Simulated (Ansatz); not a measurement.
Partial pair distribution functions of a relaxed model of amorphous Sr18Ti18O54, broadened by 0.06 Å; density 4.28 g/cm³. All values below come from PBE, scalar-relativistic without spin-orbit coupling (plane waves to 420 eV, PAW; Ansatz, a program for electronic structure).

The cell was made by melting and quenching with the CHGNet potential and then relaxed with DFT. O atoms were pushed apart under 1.9 Å during the dynamics, to hinder bonds among them. The hot cell started wider than the set density and was brought back towards it in steps. It is the lowest in DFT energy of 4 quenches. It is a model cell: composition and starting density were chosen by hand, and all elements were melted together. No dispersion term was used. Its density started from a set value of 4.28 and ended at 4.28 g/cm³. Cooling (nominally 200 K/ps over its main leg) ran many orders faster than in experiment, which tends to leave more defects and strain. Values belong to this one cell and scatter from quench to quench. The volume was held where the preparation left it and the shape relaxed, at a PBE pressure of 4.4 GPa. Stress components on the final sampling reach 4.5 GPa.

```tsv
r (Å)	g Sr-O	g Ti-O	g Sr-Sr	g Ti-Ti
1.55	0.00	0.00	0.00	0.00
1.65	0.00	0.48	0.00	0.00
1.75	0.00	5.23	0.00	0.00
1.85	0.00	8.76	0.00	0.00
1.95	0.00	6.27	0.00	0.00
2.05	0.00	3.29	0.00	0.00
2.15	0.00	0.99	0.00	0.00
2.25	0.15	0.33	0.00	0.00
2.35	1.71	0.16	0.00	0.00
2.45	5.29	0.03	0.00	0.00
2.55	6.29	0.00	0.00	0.00
2.65	3.13	0.02	0.00	0.07
2.75	1.51	0.12	0.00	0.68
2.85	0.66	0.24	0.01	1.76
2.95	0.52	0.27	0.21	2.59
3.05	0.45	0.11	0.42	2.10
3.15	0.49	0.08	0.05	2.18
3.25	0.36	0.08	0.16	1.49
3.35	0.45	0.22	1.48	0.69
3.45	0.65	0.50	1.68	0.97
3.55	0.49	0.61	2.86	1.09
3.65	0.56	0.86	2.87	1.16
3.75	0.77	1.03	1.92	0.32
3.85	0.54	0.98	0.94	0.64
3.95	0.41	1.16	1.13	0.51
4.05	0.59	1.69	1.16	0.26
4.15	0.81	1.76	1.93	0.13
4.25	0.89	1.53	1.92	0.28
4.35	0.86	1.54	0.94	1.14
4.45	0.97	1.67	0.54	1.34
4.55	1.28	1.49	0.44	0.89
4.65	1.50	1.32	0.72	0.49
4.75	1.51	1.06	0.95	0.52
4.85	1.38	0.93	1.23	0.99
4.95	1.31	0.84	0.85	1.01
5.05	1.39	0.89	0.91	0.98
5.15	1.47	0.73	0.54	1.17
5.25	1.20	0.58	0.40	1.68
5.35	0.95	0.70	0.22	1.41
```

Within 3.22 Å each Sr has 7.22 O neighbours on average.
